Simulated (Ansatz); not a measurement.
In a (8,0) BN nanotube, the lowest empty band has its minimum at Γ and lies 0.022 eV higher 0.0453 Å⁻¹ away along the axis.

These are PBE (plane waves to 420 eV, PAW; Ansatz, an electronic-structure program) values and carry that method's errors. Mesh 1×1×8. No spin polarisation. Periodic along z alone, with about 11 Å of vacuum beside it. An idealised model, rolled from the flat sheet. Symmetry and one short period hold its shape; lower forms weren't sought.

Task: Estimate the electron mass along the axis.

Result: For a parabola ΔE = ħ²Δk²/2m, and ħ²/2mₑ = 3.810 eV Å². So m/mₑ = 3.810 × 0.0453²/0.022 = 0.36. The curvature over a step a third as long gives 0.35; the band is close to a parabola here.
